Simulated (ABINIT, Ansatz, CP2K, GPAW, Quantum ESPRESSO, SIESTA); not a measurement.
## Code comparison for VAs2 (C2/m, 6 atoms in the cell)

Self-consistent single point.

```
VAs2
1.0
    4.57203    -1.66213     0.00000
    4.57203     1.66213     0.00000
   -3.77514     0.00000     6.55013
V As
2 4
Cartesian
  4.68962   0.00000   5.27548
  0.67930   0.00000   1.27466
  2.06851   0.00000   5.86545
  3.30041   0.00000   0.68469
 -0.66958   0.00000   3.50321
  6.03850   0.00000   3.04693
```

All programs got the same cell, k-point mesh and kind of occupations (in Ansatz's words: kpoints.mp_grid.grid = 5 5 3; scf.occupations.method = gaussian; scf.occupations.width = 0.2 eV); potentials, basis and cutoffs are each program's usual ones.

| code | model | pressure (GPa) | largest force (eV/Å) | k-points | cutoff |
|---|---|---|---|---|---|
| CP2K | PBEsol, GPW, DZVP-MOLOPT-SR-GTH basis, GTH-PBE potentials (GTH_POTENTIALS) | -5.26 | 0.207 | 38 | grid 600 Ry |
| GPAW | PBEsol, GPAW PAW datasets PBEsol (made by gpaw-setup) | -6.89 | 0.152 | 24 | 800 eV |
| ABINIT | PBEsol, norm-conserving pseudopotentials (PseudoDojo nc-sr-04 PBEsol standard) | -7.54 | 0.158 | 24 | 42 Ha |
| Quantum ESPRESSO | PBEsol, GBRV 1.5 ultrasoft (PBESOL) pseudopotentials | -7.08 | 0.173 | 24 | 50 Ry |
| SIESTA | GGA PBEsol, numerical atomic orbitals TZP, PseudoDojo PBEsol standard norm-conserving potentials (rewritten from UPF to PSML) | -6.04 | 0.265 | 38 | grid 350 Ry |
| Ansatz | PBEsol, PAW files made with PBE | -7.66 | 0.168 | 24 | default |

Size of the force on each atom (eV/Å): Sizes of forces hide their directions.

```
code                 V1     V2    As3    As4    As5    As6
----------------  -----  -----  -----  -----  -----  -----
CP2K              0.089  0.089  0.057  0.057  0.207  0.207
GPAW              0.060  0.060  0.038  0.038  0.152  0.152
ABINIT            0.056  0.056  0.070  0.070  0.158  0.158
Quantum ESPRESSO  0.062  0.062  0.054  0.054  0.173  0.173
SIESTA            0.140  0.140  0.095  0.095  0.265  0.265
Ansatz            0.059  0.059  0.076  0.076  0.168  0.168
```

The spread over the programs that give each value: pressure within 2.40 GPa; largest force within 0.113 eV/Å.

The starting cell comes from a database of computed structures (which also holds hypothetical and non-ambient phases and stackings), without a prior relaxation at this level. Its lattice was rescaled by a random factor within 2.5 % of one. On Ansatz's run: Spin polarisation is off, so a magnetic state, if there is one, cannot be reached. In the base run, with a pressure of about -8 GPa the cell is away from its equilibrium volume at this level.

Task: Why do the programs differ, and what cannot be compared?

Result: Differences of this kind can come from the potentials, where these differ, and from what each basis and cutoff leave unconverged. The valence holds different numbers of electrons (CP2K 46, GPAW 46, ABINIT 86, Quantum ESPRESSO 46, SIESTA 86, Ansatz (an electronic-structure program) 86). The zero of total energies and Fermi levels follows the potentials and each program's conventions, so they are not compared here. CP2K and SIESTA use small atom-centred bases, whose incompleteness enters pressures, forces and empty levels differently from a plane-wave cutoff. Ansatz's pressure is given at a fixed set of plane waves, as the other plane-wave codes print theirs; with its correction for the finite basis it is -7.59 GPa. The programs reduce the same mesh by symmetry to different extents, which changes the work and not the result. In the pressure, CP2K (by 2.05) and SIESTA (by 1.27) lie more than 1 GPa from the median of the plane-wave programs. In the force vectors, CP2K (by 0.107) and SIESTA (by 0.164) lie more than 0.08 eV/Å from the median of the plane-wave programs.

The shared mesh is coarse (it stands for a supercell whose shortest vector is 17 Å), so the values are not converged in it.

Left out of this page: Elk (not drawn, or without a comparable value); FLEUR (with a known weakness of the program).

Keys are those of Ansatz 0.2.
